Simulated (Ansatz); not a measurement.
## What O → C does to PbZrO3

The reference is PbZrO$_{3}$ (space group Amm2, No. 38; a = 4.1332 Å, b = 5.8942 Å, c = 6.0243 Å).

Now apply this change: C takes the place of O on all its sites, then cell and atoms are relaxed.

All numbers come from Ansatz (an electronic-structure program) r2SCAN, no SOC, earlier PAW set. k-mesh 10×11×11 (Γ-centred); smearing 0.05 eV (Fermi–Dirac), for the changed cell.

The volume per atom rises by 1.78 Å³ (14.68 Å³ → 16.46 Å³) and the space group stays Amm2 (No. 38). The shortest interatomic distance drops by 74.7 pm, from 201.6 pm to 126.9 pm and the band gap becomes zero (base: 3.12 eV).

Final structure:

```xyz
5
Lattice="4.6066 0.0000 0.0000 0.0000 2.5150 3.5515 0.0000 -2.5150 3.5515" Properties=species:S:1:pos:R:3 pbc="T T T"
Zr     2.3033     0.0000     3.8332
Pb     0.0000     0.0000     6.3727
C      2.3033    -0.6345     1.4389
C      2.3033     0.6345     1.4389
C      0.0000     0.0000     3.9140
```

Spin-orbit coupling, missing from the scalar runs, can matter with Pb. Whether these cells are dynamically stable was not tested. As relaxed here, ZrPbC3 is a hypothetical phase, not in the database extracts checked. All final runs are without spin polarisation. ZrPbC3 has a high density of states at the Fermi level and may be magnetic at this level.
